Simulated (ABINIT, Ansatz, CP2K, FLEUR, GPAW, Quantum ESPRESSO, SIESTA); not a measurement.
One structure in several programs: YGa (Cmcm, 4 atoms in the cell)

Self-consistent single point.

```yaml
crystal:
  lattice:
    - [2.19303, -5.49162, 0.00000]
    - [2.19303, 5.49162, 0.00000]
    - [0.00000, 0.00000, 4.11452]
  atoms:
    - { symbol: Y, position: [0.86093, 0.13907, 0.75000] }
    - { symbol: Y, position: [0.13907, 0.86093, 0.25000] }
    - { symbol: Ga, position: [0.57424, 0.42576, 0.75000] }
    - { symbol: Ga, position: [0.42576, 0.57424, 0.25000] }
```

All programs got the same cell, k-point mesh and kind of occupations (in Ansatz's words: kpoints.mp_grid.grid = 6 6 6; scf.occupations.method = fermi_dirac; scf.occupations.width = 0.1 eV); potentials, basis and cutoffs are each program's usual ones.

```
code                                                                                                                                 model  pressure (GPa)  largest force (eV/Å)  k-points           cutoff
----------------  ------------------------------------------------------------------------------------------------------------------------  --------------  --------------------  --------  ---------------
FLEUR                                                     LDA (Vosko-Wilk-Nusair), all-electron FLAPW (FLEUR), scalar-relativistic valence               –                 0.089        52  Kmax 4.3 1/bohr
Quantum ESPRESSO                                                                       LDA (PZ), GBRV 1.5 ultrasoft (LDA) pseudopotentials           -6.61                 0.086        52            50 Ry
SIESTA            LDA PW92, numerical atomic orbitals TZP, PseudoDojo LDA standard norm-conserving potentials (rewritten from UPF to PSML)           -6.88                 0.160       132      grid 300 Ry
ABINIT                                                     LDA (PW92), norm-conserving pseudopotentials (PseudoDojo nc-sr-04 LDA standard)           -6.53                 0.087        52            80 Ry
Ansatz                                                                                                 LDA (PW92), PAW files made with PBE           -6.50                 0.089        52           420 eV
CP2K                                                  LDA (Pade form), GPW, DZVP-MOLOPT-SR-GTH basis, GTH-PADE potentials (GTH_POTENTIALS)           -6.72                 0.080       112      grid 600 Ry
GPAW                                                                         LDA (Perdew-Wang 92), GPAW PAW datasets LDA (gpaw-data 1.0.1)           -6.27                 0.109        52           550 eV
```

Size of the force on each atom (eV/Å): Sizes of forces hide their directions.

```json
[
 {"code": "FLEUR", "Y1": "0.089", "Y2": "0.089", "Ga3": "0.048", "Ga4": "0.048"},
 {"code": "Quantum ESPRESSO", "Y1": "0.086", "Y2": "0.086", "Ga3": "0.053", "Ga4": "0.053"},
 {"code": "SIESTA", "Y1": "0.058", "Y2": "0.058", "Ga3": "0.160", "Ga4": "0.160"},
 {"code": "ABINIT", "Y1": "0.087", "Y2": "0.087", "Ga3": "0.039", "Ga4": "0.039"},
 {"code": "Ansatz", "Y1": "0.089", "Y2": "0.089", "Ga3": "0.040", "Ga4": "0.040"},
 {"code": "CP2K", "Y1": "0.080", "Y2": "0.080", "Ga3": "0.079", "Ga4": "0.079"},
 {"code": "GPAW", "Y1": "0.075", "Y2": "0.075", "Ga3": "0.109", "Ga4": "0.109"}
]
```

A dash marks a value that a program does not give, or that is left out as unsure.

The spread over the programs that give each value: pressure within 0.61 GPa; largest force within 0.080 eV/Å.

The starting cell comes from a database of computed structures (which also holds hypothetical and non-ambient phases and stackings), without a prior relaxation at this level. Its lattice was rescaled by a random factor within 2.5 % of one. On Ansatz's run: In the base run, with a pressure of about -6 GPa the cell is away from its equilibrium volume at this level.

Why do the programs differ, and what cannot be compared?

Differences of this kind can come from the potentials, where these differ, and from what each basis and cutoff leave unconverged. The valence holds different numbers of electrons (FLEUR 48, Quantum ESPRESSO 60, SIESTA 48, ABINIT 48, Ansatz (a program for electronic structure) 48, CP2K 48, GPAW 28). The zero of total energies and Fermi levels follows the potentials and each program's conventions, so they are not compared here. SIESTA and CP2K use small atom-centred bases, whose incompleteness enters pressures, forces and empty levels differently from a plane-wave cutoff. FLEUR treats all electrons, but the usual bases taken here (sphere radii, linearisation, local orbitals, empty states) were not tested for convergence, so the values are no reference for the others. Ansatz's pressure is given at a fixed set of plane waves, as the other plane-wave codes print theirs. The same LDA comes in different parametrisations, which differ slightly. The programs reduce the same mesh by symmetry to different extents, which changes the work and not the result. In the force vectors, SIESTA (by 0.114) lies more than 0.08 eV/Å from the median of the plane-wave programs.

Left out of this page: Elk (not drawn, or without a comparable value).

Keys are those of Ansatz 0.2.
